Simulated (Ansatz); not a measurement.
Input:

End structure of the (210) surface of fluorite-type NiSi2 in its 1x1 cell (cut with top plane Ni, bottom plane Ni), outermost plane spacing 0.61 Å in the ideal cut (one of several cuts of this face), with 1 Ni a cell over the bulk's ratio:

```
CELL_PARAMETERS angstrom
      5.44527     0.00000     0.00000
     -2.72263     6.08799     0.00000
      0.00000     0.00000    26.00000
ATOMIC_POSITIONS crystal
  Ni 0.32747 0.65473 0.32099
  Si 0.73603 0.91717 0.33869
  Si 0.18128 0.91710 0.33868
  Ni 0.60012 0.20001 0.36278
  Si 0.99671 0.50954 0.37954
  Si 0.51292 0.50937 0.37951
  Ni 0.90095 0.80177 0.41377
  Si 0.29980 0.10302 0.42985
  Si 0.80326 0.10289 0.42982
  Ni 0.20261 0.40511 0.45158
  Si 0.59592 0.69849 0.47834
  Si 0.10257 0.69836 0.47831
  Ni 0.50000 0.00000 0.50000
  Si 0.89743 0.30164 0.52169
  Si 0.40408 0.30151 0.52166
  Ni 0.79739 0.59489 0.54842
  Si 0.19674 0.89711 0.57018
  Si 0.70020 0.89698 0.57015
  Ni 0.09905 0.19823 0.58623
  Si 0.48708 0.49063 0.62049
  Si 0.00329 0.49046 0.62046
  Ni 0.39988 0.79999 0.63722
  Si 0.81872 0.08290 0.66132
  Si 0.26397 0.08283 0.66131
  Ni 0.67253 0.34527 0.67901
```

Model: 25-atom slab, Ni9Si16, 9.7 Å thick at the start (thin: gaps and levels are the slab's own), 8x6x1 mesh, Fermi-Dirac 0.1 eV, dipole correction, all atoms relaxed; held to the part of the start's symmetry that mesh and held atoms allow; no spin (magnetic order not tried), no spin-orbit, no U.

Q: What is the computed work function of the top face (PBE run with Ansatz, a program for electronic structure)?

A: 4.51 eV
